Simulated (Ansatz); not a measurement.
L1₀ (CuAu-type) CuAu was calculated with RPBE (Ansatz, a first-principles code, PAW).

Run with plane-wave cutoff 520 eV, 20×20×16 k mesh (along the axes of the cell as run), Fermi–Dirac smearing 0.05 eV, no spin polarisation, scalar-relativistic PAW data made under PBE.

Equation-of-state points:

```json
[
 {"V (Å³/atom)": "14.862", "E − E_lowest (meV/atom)": "10.36"},
 {"V (Å³/atom)": "15.172", "E − E_lowest (meV/atom)": "2.48"},
 {"V (Å³/atom)": "15.481", "E − E_lowest (meV/atom)": "0.00"},
 {"V (Å³/atom)": "15.791", "E − E_lowest (meV/atom)": "2.27"},
 {"V (Å³/atom)": "16.100", "E − E_lowest (meV/atom)": "8.69"}
]
```

**Question.** What bulk modulus B0 and pressure derivative B′ does a third-order Birch–Murnaghan fit give?

**Answer.** V0 = 15.481 Å³/atom, B0 = 123 GPa, B′ = 5.6 (fit to the energies at full precision).

Shape and atoms are relaxed at each volume.

Note: the bulk modulus comes from volumes at which shape and atoms were relaxed.

Spin–orbit coupling is not included; it can shift volumes and moduli of such heavy elements.

Static lattice: no zero-point or thermal effects.
